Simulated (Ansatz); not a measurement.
Defect: O vacancy in monoclinic ZrO2 strained by +1.5 % along x and y, z held, neutral cell. Calculation: PBE, PAW (plane waves to 420 eV; Ansatz, an electronic-structure program).

Settings: 96 host sites, the strained lattice (strain from the relaxed PBE one, atoms relaxed), the Γ point alone, smearing 0.01 eV, spin-restricted, no image-charge correction. Static, classical nuclei. The charge state is imposed; whether it is stable for some Fermi level was not computed. Forms of the defect that were not tried may lie lower.

Barriers: single points on a 2×2×2 k-point mesh shifted by half a step at the bands' geometries (they differ from the bands' own by up to 0.15 eV, and are uncertain by about as much).

Relaxed starting cell (atoms counted from 1):

```
Zr32O63
1.0
   10.53436     0.00000     0.00000
    0.00000    10.64080     0.00000
   -1.83419     0.00000    10.60481
Zr O
32 63
Direct
  0.13765   0.22459   0.35217
  0.13687   0.22600   0.85383
  0.13707   0.72615   0.35416
  0.13687   0.72775   0.85487
  0.63777   0.22659   0.35438
  0.63746   0.22713   0.85460
  0.63816   0.72601   0.35500
  0.63685   0.72723   0.85479
  0.36331   0.27240   0.14433
  0.36364   0.27253   0.64289
  0.36267   0.77208   0.14355
  0.36207   0.77292   0.64376
  0.86333   0.27283   0.14399
  0.86226   0.27309   0.64375
  0.86275   0.77287   0.14378
  0.86149   0.77291   0.64423
  0.36315   0.47607   0.39224
  0.36367   0.47674   0.89342
  0.36406   0.97527   0.39264
  0.36269   0.97719   0.89340
  0.86312   0.47629   0.39412
  0.86280   0.47696   0.89384
  0.86273   0.97638   0.39368
  0.86241   0.97719   0.89386
  0.13777   0.02200   0.10370
  0.13547   0.02332   0.60400
  0.13707   0.52304   0.10435
  0.13605   0.52482   0.60606
  0.63716   0.02245   0.10414
  0.63732   0.02296   0.60449
  0.63724   0.52275   0.10496
  0.63582   0.52345   0.60420
  0.03109   0.08448   0.42357
  0.03244   0.08648   0.92395
  0.03198   0.58636   0.42477
  0.03191   0.58708   0.92490
  0.53194   0.08628   0.42404
  0.53217   0.08640   0.92399
  0.53346   0.58852   0.42656
  0.53153   0.58735   0.92544
  0.46746   0.41343   0.07431
  0.46561   0.41355   0.57291
  0.46780   0.91287   0.07367
  0.46707   0.91401   0.57386
  0.96825   0.41302   0.07360
  0.96917   0.41183   0.57301
  0.96786   0.91311   0.07379
  0.96738   0.91311   0.57422
  0.46869   0.33606   0.32344
  0.46899   0.33763   0.82516
  0.46800   0.83648   0.32377
  0.46753   0.83688   0.82337
  0.96895   0.33618   0.32428
  0.96843   0.33732   0.82329
  0.96766   0.83565   0.32374
  0.96708   0.83694   0.82420
  0.03247   0.16309   0.17241
  0.03145   0.16278   0.67451
  0.03161   0.66260   0.17436
  0.03150   0.66502   0.67507
  0.53201   0.16320   0.17385
  0.53427   0.16363   0.67417
  0.53199   0.66248   0.17534
  0.53122   0.66308   0.67523
  0.22764   0.37146   0.98442
  0.22836   0.87155   0.48485
  0.22743   0.87171   0.98503
  0.72770   0.37088   0.48558
  0.72814   0.37135   0.98562
  0.72743   0.87048   0.48567
  0.72742   0.87141   0.98540
  0.27252   0.12868   0.01274
  0.26700   0.13664   0.51172
  0.27194   0.62894   0.01316
  0.27141   0.62677   0.51286
  0.77222   0.12861   0.01295
  0.77216   0.12828   0.51272
  0.77188   0.62859   0.01307
  0.77398   0.62753   0.51359
  0.27307   0.11948   0.26212
  0.27180   0.12026   0.76303
  0.27161   0.62162   0.26203
  0.27180   0.62162   0.76392
  0.77216   0.12088   0.26270
  0.77335   0.12147   0.76317
  0.77227   0.62081   0.26302
  0.77158   0.62176   0.76308
  0.22736   0.37787   0.23970
  0.22760   0.37833   0.72867
  0.22772   0.87761   0.23468
  0.22720   0.87823   0.73482
  0.72807   0.37820   0.23562
  0.72789   0.37889   0.73544
  0.72770   0.87830   0.23509
  0.72682   0.87889   0.73570
```

End state 1 differs by these moves (Å; atoms that move under 0.08 Å are left out):

| atom | element | Δx | Δy | Δz |
|---|---|---|---|---|
| 73 | O | -0.31 | 2.41 | -0.27 |
| 80 | O | -0.02 | 0.02 | 0.08 |
| 89 | O | -0.02 | 0.02 | 0.08 |

Task: Estimate the forward and backward barriers to end state 1 that PBE, PAW returns for this input.

Result: forward 1.85 eV, backward 1.85 eV; at the saddle point atom 73 has neighbours 2 Zr at 2.00 Å. The saddle point's order was not checked, and it lies on a symmetry element of the cell, where a band can be held.
